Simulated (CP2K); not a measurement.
Parameter sweep on Cs₃Bi₂ (C2/c, 10 atoms in the cell)

```xyz
10
Lattice="7.1065 0.0000 0.0000 -0.1691 7.1045 0.0000 -1.8322 -1.8763 9.6457" Properties=species:S:1:pos:R:3 pbc="T T T"
Bi     1.7852     5.9347     1.5472
Bi     0.1308     4.2405     3.2757
Bi     3.3201    -0.7065     8.0985
Bi     4.9744     0.9877     6.3700
Cs     3.7035     4.4835     4.6797
Cs     1.6272     2.3572     0.1431
Cs     1.4017     0.7447     4.9660
Cs     3.4780     2.8710     9.5026
Cs     5.4798     0.6721     2.4114
Cs    -0.3745     4.5561     7.2343
```

Base run A: PBEsol, GPW, DZVP-MOLOPT-SR-GTH basis, GTH-PBE potentials (GTH_POTENTIALS) in CP2K 2026.2, self-consistent single point.

Its settings: CUTOFF = 500 Ry; REL_CUTOFF = 60 Ry; SMEAR/METHOD = MARZARI_VANDERBILT; SIGMA = 0.136 eV; KPOINTS/SCHEME = MONKHORST-PACK 4 4 3; GAMMA_CENTERED = T; XC_FUNCTIONAL = PBE:PBESOL; Bi/BASIS_SET = DZVP-MOLOPT-SR-GTH; Bi/POTENTIAL = GTH-PBE-q5; Cs/BASIS_SET = DZVP-MOLOPT-SR-GTH; Cs/POTENTIAL = GTH-PBE-q9; METHOD = GPW; EPS_DEFAULT = 1e-10; NGRIDS = 5; SCF_GUESS = ATOMIC; EPS_SCF = 1e-06; MAX_SCF = 100; ADDED_MOS = 13; MIXING/METHOD = BROYDEN_MIXING; MIXING/ALPHA = 0.3.

The starting cell comes from a database of published, mostly measured structures (it also holds non-ambient and calculated ones), without a prior relaxation at this level. Its lattice was rescaled by a random factor within 2.5 % of one. Values carry the incompleteness of an atom-centred basis. The potentials were made for another functional than the one used.

A dash stands where there is no value to compare (another energy zero or no entropy term, no result, no spin, no clean gap, or a mesh too coarse for one). 

```tsv
run	change	pressure (GPa)	largest force (eV/Å)	dispersion energy (eV/atom)
A	base	0.79	0.300	–
B	PAIR_POTENTIAL/TYPE: default → DFTD3; REFERENCE_FUNCTIONAL: default → PBEsol; R_CUTOFF: default → 15 angstrom [PBEsol-D3(0)]	0.49	0.294	-0.170
C	PAIR_POTENTIAL/TYPE: default → DFTD3(BJ); REFERENCE_FUNCTIONAL: default → PBEsol; R_CUTOFF: default → 15 angstrom [PBEsol-D3(BJ)]	-0.23	0.306	-0.294
D	PAIR_POTENTIAL/TYPE: default → DFTD3(BJ); REFERENCE_FUNCTIONAL: default → PBEsol; R_CUTOFF: default → 15 angstrom; CALCULATE_C9_TERM: default → T [PBEsol-D3(BJ)+ATM]	-0.18	0.307	-0.285
```

Run C against A: The pressure goes from 0.79 to -0.23 GPa and the largest force hardly changes (0.300 to 0.306 eV/Å).

Run D against A: The pressure goes from 0.79 to -0.18 GPa and the largest force hardly changes (0.300 to 0.307 eV/Å).

Left out of this page: 1 run of the series held back from this collection.
